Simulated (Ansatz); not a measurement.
# ZnCu in the CsCl type structure (space group Pm-3m, No. 221)

```
ZnCu
1.0
    2.96382     0.00000     0.00000
    0.00000     2.96382     0.00000
    0.00000     0.00000     2.96382
Zn Cu
1 1
Direct
  0.50000   0.50000   0.50000
  0.00000   0.00000   0.00000
```

All numbers come from Ansatz (a quantum-chemistry and plane-wave program) PBE, without spin-orbit coupling. k-mesh 16×16×16 (Γ-centred); smearing 0.05 eV (Fermi–Dirac).

```json
{
 "volume_per_atom": "13.02 Å³",
 "density": "8.22 g/cm³",
 "band_gap": "zero",
 "total_energy": "-4972.192 eV/atom (σ→0; compares only within this code and set-up)"
}
```

Stability against distortions was not tested. All final runs are without spin polarisation.
